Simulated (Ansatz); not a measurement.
The cell is built on a prototype and need not be the phase stable at ambient conditions.

By PBEsol, the system below comes out a metal.

```xyz
12
Lattice="6.5524 0.0000 -0.3968 0.0000 5.6413 0.0000 0.6806 0.0000 7.4597" Properties=species:S:1:pos:R:3 pbc="T T T"
Ge     5.0985     5.3866     0.8036
Ge     1.7942     2.5659     2.5294
Ge     2.1345     0.2547     6.2592
Ge     5.4388     3.0754     4.5335
Se     5.8482     3.2269     1.8895
Se     1.0445     0.4063     1.4435
Se     1.3848     2.4144     5.1733
Se     6.1886     5.2351     5.6194
Se     4.1471     0.9548     3.0188
Se     2.7456     3.7755     0.3142
Se     3.0859     4.6865     4.0441
Se     4.4874     1.8658     6.7486
```

Space group of this cell: P2_1/c. The cell was relaxed by PBE-D3(BJ); by PBEsol its mean pressure is -0.7 GPa.

The current flows along the normal of the first two printed cell vectors. No spin-orbit coupling; the value is a mean over 0.1 eV about the Fermi level.

Q: Give the ballistic conductance per area that PBEsol (Ansatz, a quantum-chemistry and plane-wave program) yields.

A: 0.29 × 10¹⁵ S/m² for both spins.
